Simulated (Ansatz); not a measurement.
The starting structures come from a database of crystals and need not be the phases stable at ambient conditions.

Here is the system:

```
Ni2H
1.0
    2.51556     0.00000     0.00000
   -1.25778     2.17854     0.00000
    0.00000     0.00000     4.18371
Ni H
2 1
Direct
  0.00000   0.00000   0.28870
  0.33333   0.66667   0.77057
  0.66667   0.33333   0.02474
```

The cell is taken as given; by PBEsol it stands under a pressure of -1.4 GPa.

The run has a spin-polarised start.

Task: Do the moments survive in PBEsol in Ansatz (a quantum-chemistry and plane-wave program)?

Result: Hardly: the largest site moment (in a sphere of 0.41 times the shortest bond) ends at 0.00 μB at a Fermi-Dirac width of 0.1 eV, which can also quench a weak itinerant magnet.
